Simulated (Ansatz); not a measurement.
# A self-consistent single point of Rb (Fddd, 4 atoms in the cell) with Ansatz

Level of theory: LDA (PW92), default PAW files made with PBE (plane waves; Ansatz, a program for electronic structure).

Input as run:

Ansatz 0.2 input:
```yaml
# Rb
crystal:
  lattice:
    - [0.000000, 8.880953, 8.889594]
    - [2.458513, 0.000000, 8.889594]
    - [2.458513, 8.880953, 0.000000]
  atoms:
    - { symbol: Rb, position: [0.129980, 0.870020, 0.129980] }
    - { symbol: Rb, position: [0.870020, 0.129980, 0.870020] }
    - { symbol: Rb, position: [0.120020, 0.379980, 0.120020] }
    - { symbol: Rb, position: [0.379980, 0.120020, 0.379980] }
basis:
  ecutwfc: 420.0 eV
kpoints:
  mp_grid: { grid: [5, 5, 5] }
hamiltonian:
  xc: lda
  pseudopotentials: { kind: paw }
scf:
  occupations: { method: gaussian, width: 0.1 eV }
output:
  forces: true
  eigenvalues: true
  stress: true
```

Log, with long lists cut:

```
WARN ansatz: RAYON_NUM_THREADS=1 ignored (pool sized by the plan → 1); use --threads N
basis.fft_grid_basis auto: the FFT boxes are laid along the combinations [[1, -1, -1], [0, 1, 0], [0, 0, 1]] of the cell's own vectors, 4.917, 9.223 and 9.215 …
Pseudopotentials: kind: paw
Pseudopotential: Rb, paw, valence charge 9
Crystal: 4 atoms, lattice volume = 388.190 Å³
Basis set: ecut = 420 eV, 7601 PW (Γ), FFT grids on a1−a2−a3, a2, a3
Bands: 22, of which v1, the nominal top of the filled ones, is band 18 counted from 1 (17 counted from 0)
Symmetry: 8 space group operations
Space group: Fddd (ITA 70), of the structure as read, at distance tolerance 7.3e-5 Å
k-points: 27 of 125
PAW frozen core: Rb, regenerated for the run's functional, and the local potential with it
Initial density: superposition of atomic densities (neutral atoms: chi_scale 0, normalization atom), corrected by the library's trained network
Initial wavefunctions: pseudopotential atomic-orbital guess
Eigensolver: davidson
Functional: x = slater, c = lda
SCF iter   1: F=—  HF=-12682.720444 eV  |F-HF|=—  |Δ(HF+E_count)|=         —  Δρ=2.66e-3  dr2=1.95e-2  ethr=1.77e-3  ⟨swp⟩=8.1  Hψ=2923  notcnv=0
all-band conjugate gradients solve this SCF's bands
preconditioner: auto → Kerker (q_TF=auto, 1.836 Å⁻¹)
SCF iter   2: F=—  HF=-12682.717624 eV  |F-HF|=—  |Δ(HF+E_count)|=   2.82e-3  Δρ=1.40e-3  dr2=8.42e-3  ethr=5.42e-5  ⟨swp⟩=2.0  Hψ=1030  notcnv=0  defer=1
SCF iter   3: F=—  HF=-12682.717591 eV  |F-HF|=—  |Δ(HF+E_count)|=   3.32e-5  Δρ=3.24e-4  dr2=1.43e-3  ethr=2.34e-5  ⟨swp⟩=2.0  Hψ=1086  notcnv=0  defer=1
SCF iter   4: F=—  HF=-12682.717707 eV  |F-HF|=—  |Δ(HF+E_count)|=   1.16e-4  Δρ=2.23e-4  dr2=2.13e-4  ethr=3.98e-6  ⟨swp⟩=3.0  Hψ=1099  notcnv=0  defer=1
SCF iter   5: F=—  HF=-12682.717660 eV  |F-HF|=—  |Δ(HF+E_count)|=   4.63e-5  Δρ=7.63e-5  dr2=3.29e-5  ethr=5.92e-7  ⟨swp⟩=2.0  Hψ=1058  notcnv=0  defer=1
SCF iter   6: F=—  HF=-12682.717828 eV  |F-HF|=—  |Δ(HF+E_count)|=   1.68e-4  Δρ=1.21e-5  dr2=7.02e-7  ethr=9.15e-8  ⟨swp⟩=2.0  Hψ=972  notcnv=0  defer=1
SCF iter   7: F=-12682.717828 eV  HF=-12682.717828 eV  |F-HF|=2.25e-8  |Δ(HF+E_count)|=   4.73e-7  Δρ=2.77e-6  dr2=7.21e-8  ethr=2.78e-10  ⟨swp⟩=9.3  Hψ=3063  notcnv=0
SCF 1 converged in 7 iterations: F = -12682.717828 eV  dr2 = 7.21e-8
SCF converged after 7 iterations
Free energy (F): -12682.717828 eV
Harris-Foulkes:  -12682.717828 eV  (|F-HF|=2.25e-8)
Internal energy: -12682.694066 eV  (E = F + TS)
E sigma→0 (E₀):  -12682.705947 eV
Entropy (-TS):   -0.023763 eV (-5.941 meV/atom)
Fermi energy:    1.478995 eV
--- Per-component energies (eV) ---
  E_band       = -494.287160
  E_kinetic    = 762.878563
  E_local      = -2936.023100  (includes V_loc(G=0)·N_el)
  E_nonlocal   = 711.772388
  E_hartree    = 831.331263
  E_xc         = -508.892427
  E_vxc        = -535.923457  (∫ρ·V_xc dr)
  E_paw        = -10094.582722  (= ΣΔE_a)
  E_vpaw       = -159.656546  (= ΣTr[D̂ρ^β])
  E_aug_tail   = -0.000006  (compensation charges beyond the density's cutoff)
  E_ewald      = -1450.263061
  E_core_change = 1.085037  (= ΣΔE_core)
  E_smearing   = -0.023763  (= −TS)
  E_closure    = -0.000000  (closes the sum)
  Σ components = -12682.717828   (vs F -12682.717828, Δ=0.00e0)
--- Forces (eV/Å), atoms counted from 1 ---
  atom   1  Rb     0.00000000     0.01673288     0.00000000
  atom   2  Rb     0.00000000    -0.01673288     0.00000000
  atom   3  Rb     0.00000000    -0.01673288     0.00000000
  atom   4  Rb     0.00000000     0.01673288     0.00000000
  max |Σ_I F_I| component: 3.47e-18 eV/Å
--- Stress (GPa, compression-positive) ---
       -0.397756       0.000000       0.000000
        0.000000      -0.402353       0.000000
        0.000000       0.000000      -0.376644
  P = ⅓ Tr σ = -0.3923 GPa (-3.923 kbar)
  The stress holds the Pulay correction. Without it, at fixed plane waves, as pw.x and ABINIT print it: P = -0.3930 GPa
--- Band table (eV; the first three rows and the last of 27) ---
  k-point 0: bands = ["-27.4896", "-27.4855", "-27.4849", "-27.4809", "-11.6382", "-11.6276", "-11.6223", "-11.6105", "-11.5317", "-11.5256", "-11.5256", "-11.5196", "-11.5172", "-11.5114", "-11.5069", "-11.5021", "-0.4197", "1.3715", "1.3830", [...]
  k-point 1: bands = ["-27.4885", "-27.4849", "-27.4843", "-27.4808", "-11.6314", "-11.6202", "-11.6126", "-11.6038", "-11.5548", "-11.5509", "-11.5445", "-11.5394", "-11.5197", "-11.5189", "-11.5100", "-11.5059", "-0.0668", "1.5182", "1.5786", [...]
  k-point 2: bands = ["-27.4864", "-27.4840", "-27.4831", "-27.4808", "-11.6303", "-11.6077", "-11.5989", "-11.5971", "-11.5847", "-11.5796", "-11.5684", "-11.5630", "-11.5441", "-11.5268", "-11.5209", "-11.5071", "0.8958", "1.9799", "2.0294", [...]
  k-point 26: bands = ["-27.4865", "-27.4864", "-27.4828", "-27.4827", "-11.6116", "-11.6109", "-11.5873", "-11.5870", "-11.5558", "-11.5524", "-11.5503", "-11.5480", "-11.5431", "-11.5383", "-11.5148", "-11.5146", "0.4685", "0.4690", "2.0143", [...]
```

The run converged in 7 iterations.

The starting cell comes from a database of computed structures (which also holds hypothetical and non-ambient phases and stackings), without a prior relaxation at this level. Its lattice was rescaled by up to half a per cent. Ansatz's pressure includes its estimate of the finite-basis (Pulay) stress.
